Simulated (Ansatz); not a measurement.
Functionals compared on N on the 1x1 (110) surface of bcc W, one in a 2x2 cell, started at the site 'bridge W-W (span 3.2 Å)', in Ansatz (plane waves, PAW). The structure was relaxed with PBE; the other rows are single points on it, each with its references at the same level. Cutoff 420 eV (500 eV for r2SCAN).

Set-up: 17 atoms, 6.6 Å thick at the start under the adsorbate (thin: gaps and levels are the slab's own); mesh 6x6x1; 0.1 eV smearing; dipole correction on; 8 atoms held, the rest relaxed; symmetry of the start imposed; no spin, no spin-orbit, no U, no dispersion correction. At the end it is bonded to 4 W. In PBE it is, or lies within 0.03 eV of, the lowest of the starts that converged. These notes are the PBE run's. Adsorption energies are against ½ N2(g). A negative adsorption energy means that the adsorbate is more stable on the surface than in its reference.

| functional | adsorption energy (eV) | work function of the top face (eV) | change of the work function (eV) | rough cost of the single point |
|---|---|---|---|---|
| PBE | -1.91 | 4.98 | 0.16 | – |
| RPBE | -1.67 | 4.83 | 0.15 | roughly 2.7 core-minutes |
| r2SCAN | ___ | ___ | ___ | roughly 5 core-minutes |

**Question.** Some entries are withheld; supply them.

**Answer.** 
- r2SCAN, adsorption energy (eV): -2.19
- r2SCAN, work function of the top face (eV): 5.04
- r2SCAN, change of the work function (eV): 0.14

Ansatz is a quantum-chemistry and plane-wave program.
